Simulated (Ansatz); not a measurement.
Base system: Sn (space group I4_1/amd, No. 141; a = 5.9470 Å, c = 3.2123 Å). Axes: x, y, z lie along a, b, c of the conventional cell.

Level of theory: PBE in Ansatz (plane waves to 420 eV, PAW, no spin-orbit coupling).

Base values:

| Item | Value |
|---|---|
| Volume per atom | 28.40 Å³ |
| Pressure | 0.0 GPa |

Now apply this change: biaxial strain −4.45 %, plane normal [001], relaxed out of plane (Cartesian); in-plane vectors clamped, the third vector and the atoms free.

**Question.** Predict the new energy relative to the base, volume per atom and pressure.

**Answer.** The energy increases by 37 meV/atom; the volume per atom drops by 1.396 Å³ (28.40 Å³ → 27.01 Å³); the pressure (mean of the normal stresses, compression positive) goes from zero to 3.3 GPa.

A biaxial case was relaxed in a doubled cell and then solved in the primitive one. Without a gap, meshes like the base's 16×16×16 leave anisotropic stresses uncertain by several tenths of a GPa, and small strain energies with them. No phonon test of stability was made.

Ansatz is a quantum-chemistry and plane-wave program.
